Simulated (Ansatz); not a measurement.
**A computed series for ZnSnO3: response to strain**

Start from ZnSnO$_{3}$ (space group R3c, No. 161).

```xyz
10
Lattice="2.6392 1.5237 4.6700 -2.6392 1.5237 4.6700 0.0000 -3.0474 4.6700" Properties=species:S:1:pos:R:3 pbc="T T T"
Zn     0.0000     0.0000     4.1318
Zn     0.0000     0.0000    11.1368
Sn     0.0000     0.0000     0.1761
Sn     0.0000     0.0000     7.1811
O      1.5978     0.0414     5.8039
O     -0.8347     1.3631     5.8039
O     -0.7631    -1.4044     5.8039
O      0.7631     1.6430     8.1389
O     -1.8044    -0.1606     8.1389
O      1.0413    -1.4824     8.1389
```

Cartesian axes are those of the cell as printed.

Strains are applied to the cell and any free atomic positions relax; under biaxial strain the out-of-plane vector relaxes too; under stress the whole cell relaxes.

Computed with PBEsol (Ansatz, an electronic-structure program; PAW; 420 eV plane waves; no spin-orbit coupling).

Notes on the quantities. pressure: mean of the normal stresses, compression positive.

```csv
variant,electron mass,pressure,width of the top valence band,shortest interatomic distance
base,0.19 mₑ (at Γ),0.00 GPa,0.31 eV,3.767 bohr
"biaxial strain −1.06 %, plane normal [001], relaxed out of plane",0.20 mₑ (at Γ),2.48 GPa,0.34 eV,3.749 bohr
isotropic strain −2.55 %,0.23 mₑ (at Γ),17.08 GPa,0.37 eV,3.672 bohr
uniaxial strain ε_yy = −2.87 %,0.21 mₑ (at Γ),6.07 GPa,–,3.711 bohr
uniaxial strain ε_zz = +0.62 %,0.19 mₑ (at Γ),-1.00 GPa,0.31 eV,3.772 bohr
"uniaxial stress, 3 GPa tension along z",–,–,0.32 eV,3.770 bohr
```

The levels and masses belong to the bands next to the band gap. Masses are band curvatures over ±0.01 Å⁻¹ around the edge. Stability under load was not tested beyond the relaxation.
